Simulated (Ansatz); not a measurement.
A self-consistent single point of Na (Im-3m, 1 atom in the cell) with Ansatz (a program for electronic structure).

Level of theory: PBE (plane waves, PAW; Ansatz).

The change in words: lattice scaled by 0.98. Reference geometry:
```
CELL_PARAMETERS angstrom
     -2.08298     2.08298     2.08298
      2.08298    -2.08298     2.08298
      2.08298     2.08298    -2.08298
ATOMIC_POSITIONS crystal
  Na 0.00000 0.00000 0.00000
```

Reference input (self-consistent single point, DFT, PBE, plane waves, default PAW files): kpoints.mp_grid.grid = 8 8 8; hamiltonian.xc = pbe; hamiltonian.pseudopotentials = {kind: paw} (the program's default PAW files); scf.occupations.method = fermi_dirac; scf.occupations.width = 0.1 eV. This run's input differs from it in these lines:

```diff
@@ -3,5 +3,5 @@
   lattice:
-    - [-2.082985, 2.082985, 2.082985]
-    - [2.082985, -2.082985, 2.082985]
-    - [2.082985, 2.082985, -2.082985]
+    - [-2.041325, 2.041325, 2.041325]
+    - [2.041325, -2.041325, 2.041325]
+    - [2.041325, 2.041325, -2.041325]
   atoms:
```

Output, abridged:

```
SCF iter   1: F=—  HF=-1486.410300 eV  |F-HF|=—  |Δ(HF+E_count)|=         —  Δρ=4.77e-4  dr2=4.12e-5  ethr=1.77e-3  ⟨swp⟩=5.0  Hψ=1671  notcnv=0
all-band conjugate gradients solve this SCF's bands
preconditioner: auto → none
SCF iter   2: F=—  HF=-1486.410213 eV  |F-HF|=—  |Δ(HF+E_count)|=   8.70e-5  Δρ=1.59e-4  dr2=4.80e-6  ethr=4.58e-7  ⟨swp⟩=2.2  Hψ=634  notcnv=0
   [... lines left out ...]
SCF iter   4: F=-1486.410234 eV  HF=-1486.410234 eV  |F-HF|=6.22e-8  |Δ(HF+E_count)|=   3.65e-6  Δρ=1.80e-5  dr2=4.33e-8  ethr=9.23e-9  ⟨swp⟩=2.0  Hψ=352  notcnv=0
iter 5 did not close the SCF: its close was put off for the readings that it lacked (scf_convergence_deferred on its scf_iter line)
SCF iter   5: F=-1486.410234 eV  HF=-1486.410234 eV  |F-HF|=3.10e-9  |Δ(HF+E_count)|=   2.93e-8  Δρ=4.16e-6  dr2=2.24e-9  ethr=4.81e-10  ⟨swp⟩=2.0  Hψ=375  notcnv=0
SCF iter   6: F=-1486.410234 eV  HF=-1486.410234 eV  |F-HF|=1.59e-12  |Δ(HF+E_count)|=   1.83e-9  Δρ=1.26e-7  dr2=2.62e-12  ethr=2.49e-11  ⟨swp⟩=1.7  Hψ=789  notcnv=0
SCF 1 converged in 6 iterations: F = -1486.410234 eV  dr2 = 2.62e-12
Free energy (F): -1486.410234 eV
Internal energy: -1486.390595 eV  (E = F + TS)
E sigma→0 (E₀):  -1486.400415 eV
Entropy (-TS):   -0.019639 eV (-19.639 meV/atom)
Fermi energy:    2.166251 eV
--- Forces (eV/Å), atoms counted from 1 ---
  atom   1  Na     0.00000000     0.00000000    -0.00000000
--- Stress (GPa, compression-positive) ---
        0.794540      -0.000000      -0.000000
       -0.000000       0.794540       0.000000
       -0.000000       0.000000       0.794540
  P = ⅓ Tr σ = 0.7945 GPa (7.945 kbar)
  The stress holds the Pulay correction. Without it, at fixed plane waves, as pw.x and ABINIT print it: P = 0.7928 GPa
```

The run converged in 6 iterations. Against the reference run the free energy goes up by 6.6 meV/atom and the pressure goes from 0.22 to 0.79 GPa.

The starting cell comes from a database of computed structures (which also holds hypothetical and non-ambient phases and stackings), without a prior relaxation at this level. Its lattice was rescaled by a random factor within 2.5 % of one. For this run, on top of that: lattice scaled by 0.98. Ansatz's pressure includes its estimate of the finite-basis (Pulay) stress.

Keys are those of Ansatz 0.2.
